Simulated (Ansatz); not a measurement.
Zinc-blende NaI (model structure) was calculated with PBEsol (plane waves, PAW; Ansatz, a quantum-chemistry and plane-wave program).

Run with plane-wave cutoff 500 eV, 8×8×8 k mesh, gaussian smearing 0.02 eV, scalar-relativistic PAW data made under PBE.

Cell (relaxed at this level):

NaI is taken in the cubic space group F-43m (No. 216), the zinc blende structure, Pearson symbol cF8. Conventional cell: a = 7.061 Å, b = 7.061 Å, c = 7.061 Å, α = 90.00°, β = 90.00°, γ = 90.00°. Na on 4a is surrounded by 4 I at 3.057 Å (tetrahedral). I on 4d is coordinated by 4 Na at 3.057 Å (tetrahedral). (Neighbours: up to the widest gap in distance over summed covalent radii, below 1.35, at either atom; cation-cation and far metal-metal contacts left out.)
(The calculation used a cell of 2 atoms; values per cell refer to that cell.)

### Question
Give the computed band gap.

### Answer

band gap: 3.75 eV (on the SCF k mesh)

Note: the relaxation could raise the start's symmetry but not lower it, so the cell can be a saddle point.

Spin–orbit coupling is not included; with these elements it can move the gap by several tenths of an eV or more.

The computed numbers hold no vibrational or temperature effects.

The result took around 24 core-seconds (rough).

A model structure was made by putting elements into a prototype or built by hand; it is no filed structure, need not be a known phase, and can be a saddle point held by its symmetry.
